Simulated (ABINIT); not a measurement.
A self-consistent single point of Bi (R-3m, 2 atoms in the cell) with ABINIT.

Computed with PBEsol, PAW (JTH v2.0 PBE PAW, files made for PBE) (plane waves; ABINIT).

```yaml
crystal:
  lattice:
    - [4.22706, -2.30844, 0.00000]
    - [4.22706, 2.30844, 0.00000]
    - [2.96639, 0.00000, 3.79440]
  atoms:
    - { symbol: Bi, position: [0.23400, 0.23400, 0.23400] }
    - { symbol: Bi, position: [0.76600, 0.76600, 0.76600] }
```

Reference input (self-consistent single point, DFT, PBE, plane waves, PAW (JTH v2.0 PBE PAW)): pseudos = [Bi.GGA_PBE-JTH.xml]; ecut = 40 Ry; pawecutdg = 80 Ry; pawxcdev = 0; occopt = 7; tsmear = 0.00999582 Ha; ngkpt = 9 9 9; nshiftk = 1; shiftk = 0 0 0; potentials = JTH v2.0 PBE PAW; nband = 21; kptopt = 1. This run's input differs from it in these lines:

```diff
@@ -18,2 +18,3 @@
 pawxcdev 0
+ixc -116133
 occopt 7
```

Output (repeated stretches shortened):

```
--- !BeginCycle
solver: {iscf: 17, nstep: 80, nline: 4, wfoptalg: 10, }
tolerances: {tolvrs: 1.00E-12, }
...

     iter   Etot(hartree)      deltaE(h)  residm     nres2
 ETOT  1  -142.72854333402    -1.427E+02 3.848E+00 2.122E+00
 ETOT  2  -144.37814635160    -1.650E+00 2.176E-01 6.967E-01
 ETOT  3  -144.38332679582    -5.180E-03 1.187E-01 2.480E-01
 ETOT  4  -144.38319916032     1.276E-04 1.175E-01 3.780E-02
 ETOT  5  -144.38306967497     1.295E-04 7.742E-03 2.692E-03
   [... 6 lines left out ...]
 ETOT 12  -144.38307274395    -1.410E-11 5.537E-04 4.401E-10
 ETOT 13  -144.38307274395     1.990E-13 2.633E-04 3.190E-11
 ETOT 14  -144.38307274395     9.663E-13 3.639E-04 2.710E-12
 ETOT 15  -144.38307274395    -1.677E-12 2.333E-04 3.368E-13
 At SCF step   15       nres2   =  3.37E-13 < tolvrs=  1.00E-12 =>converged.

 Cartesian components of stress tensor (hartree/bohr^3)
  sigma(1 1)=  8.96286217E-05  sigma(3 2)=  0.00000000E+00
  sigma(2 2)=  1.02998829E-04  sigma(3 1)= -4.44217343E-06
  sigma(3 3)=  1.01522943E-04  sigma(2 1)=  0.00000000E+00

 ----iterations are completed or convergence reached----

 reduced coordinates (array xred) for    2 atoms
       0.234000000000      0.234000000000      0.234000000000
       0.766000000000      0.766000000000      0.766000000000
 cartesian forces (eV/Angstrom) at end:
    1     -0.07324580872621     0.00000000000000    -0.02433549234339
    2      0.07324580872621    -0.00000000000000     0.02433549234339
 frms,max,avg= 4.4561436E-02 7.3245809E-02   0.000E+00  0.000E+00  0.000E+00 e/A
   [... lines left out ...]
 Fermi (or HOMO) energy (hartree) =   0.20549   Average Vxc (hartree)=  -0.32296
 Fermi (or HOMO) energy (eV) =   5.59176   Average Vxc (eV)=  -8.78831
   [... lines left out ...]
'-kT*entropy'       : -3.46787928753016E-04
total_energy        : -1.44383073038498E+02
total_energy_eV     : -3.92886322333699E+03
...

-Cartesian components of stress tensor (GPa)         [Pressure= -2.8847E+00 GPa]
- sigma(1 1)=  2.63696465E+00  sigma(3 2)=  0.00000000E+00
- sigma(2 2)=  3.03032966E+00  sigma(3 1)= -1.30693233E-01
- sigma(3 3)=  2.98690761E+00  sigma(2 1)=  0.00000000E+00

 Calculation completed.
```

The run converged in 15 iterations. Against the reference run the pressure goes from -0.69 to -2.88 GPa and the largest force goes from 0.015 to 0.077 eV/Å.

The starting cell has typed, rounded lattice constants, without a prior relaxation at this level. Its lattice was rescaled by a random factor within 2.5 % of one. The potentials were made for another functional than the one used.

Cost on one core of a shared machine: roughly 2 min.
